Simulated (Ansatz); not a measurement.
## A constructed model of the (111) surface of fcc Ag, a layer of Zr in place of the second plane (bottom of the slab: a bare face, its two planes held)

Method: PBE (plane waves to 420 eV, PAW; Ansatz, a quantum-chemistry and plane-wave program).

Slab: 6 atoms, 12.3 Å thick at the start with caps and adatoms (thin: gaps and levels are the slab's own); k 15x15x1, smearing 0.1 eV, dipole-corrected; 2 atoms held, the rest relaxed; start symmetry kept, larger cells not searched; no spin, no spin-orbit, no U. In PBE it lies 0.09 eV a 1x1 cell over the lowest computed structure of the same composition (a layer of Zr in place of the third plane).

```
Quantity                                                 Value
-----------------------------  -------------------------------
work function of the top face                          3.75 eV
energy released by relaxation                         0.006 eV
cost                           around 2.5 core-minutes (rough)
```
